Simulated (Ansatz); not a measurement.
## H2O on the 1x1 (111) surface of fcc Al, one in a 2x2 cell, started at the site 'top Al'

The numbers are results of PBE (plane waves to 420 eV, PAW; Ansatz, a program for electronic structure), not measurements.

Model: 19-atom slab, 7.0 Å thick at the start under the adsorbate (thin: gaps and levels are the slab's own), 6x6x1 mesh, Fermi-Dirac 0.1 eV, dipole correction, 8 atoms held, the rest relaxed; no symmetry held; no spin, no spin-orbit, no U, no dispersion correction. At the end it is bonded to Al. In PBE it is, or lies within 0.03 eV of, the lowest of the starts that converged.

```json
{
  "adsorption energy against H2O(g)": "-0.23 eV",
  "work_function_of_the_top_face": "3.03 eV",
  "change_of_the_work_function": "-1.00 eV",
  "change_of_the_step_from_the_bottom_to_the_top_vacuum_level_against_the_clean_slab": "-1.03 eV",
  "energy_released_by_relaxation": "0.040 eV",
  "height of the binding atom over the mean of the host atoms within 0.3 Å of the top one": "2.322 Å",
  "nearest_host_atoms_of_the_binding_atom": "Al at 2.20 Å, Al at 3.61 Å, Al at 3.64 Å",
  "largest_move_of_a_host_atom": "0.16 Å",
  "cost": "very roughly 2.2 core-minutes"
}
```

A negative adsorption energy means that the adsorbate is more stable on the surface than in its reference.
